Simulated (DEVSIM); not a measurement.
# abrupt In0.53Ga0.47As n-p junction

Device: abrupt In0.53Ga0.47As n-p junction, at 350 K.

```
layer (left to right)        material  thickness (μm)  Nd (cm⁻³)  Na (cm⁻³)  τn (s)  τp (s)
---------------------  --------------  --------------  ---------  ---------  ------  ------
1                      In0.53Ga0.47As           0.150     9.3e15          -  1.2e-8  1.2e-8
2                      In0.53Ga0.47As            1.20          -     3.4e15  1.2e-8  1.2e-8
```

Left contact: ohmic. Right contact: ohmic. Voltage is applied to the left contact. Recombination: SRH at mid-gap, radiative. Mobility is μmin + (μ − μmin)/(1 + (N/Nref)^α).

The device is made up for the run: typed textbook-type constants, with dimensions and the other settings drawn at random. Values at 300 K; Nc and Nv go as T^1.5, mobilities as T to minus their exponent, the gap by Varshni's rule with the affinity fixed.

| parameter | In0.53Ga0.47As |
|---|---|
| gap (eV) | 0.74 |
| affinity (eV) | 4.51 |
| permittivity | 13.9 |
| Nc (cm⁻³) | 2.1e17 |
| Nv (cm⁻³) | 7.7e18 |
| μn (cm²/Vs) | 12000 |
| μp (cm²/Vs) | 300 |
| μn,min | 300 |
| μp,min | 10 |
| Nref,n | 1.3e17 |
| Nref,p | 4.9e17 |
| αn | 0.48 |
| αp | 0.4 |
| T exponent of μn | 1.6 |
| T exponent of μp | 1.6 |
| B (cm³/s) | 9.6e-11 |
| Varshni α (eV/K) | 0.00035 |
| Varshni β (K) | 190 |

Simulated with DEVSIM: 1D drift-diffusion, Boltzmann statistics, complete ionisation; no tunnelling, impact ionisation, image-force lowering or self-heating.

```yaml
potential_step_across_the_device_at_zero_bias: 0.384 V
largest_field_in_the_device_at_zero_bias: 15000 V/cm
Dark forward voltage at 1 A/cm²: 0.132 V
Dark forward voltage at 100 A/cm²: 0.281 V
```

Dark forward current:

```csv
V (V),J (A/cm²)
-0.05,-0.058
-0.10,-0.35
-0.15,-1.8
-0.20,-8.8
-0.25,-41
-0.30,-170
-0.35,-550
-0.40,-1300
-0.45,-2700
```
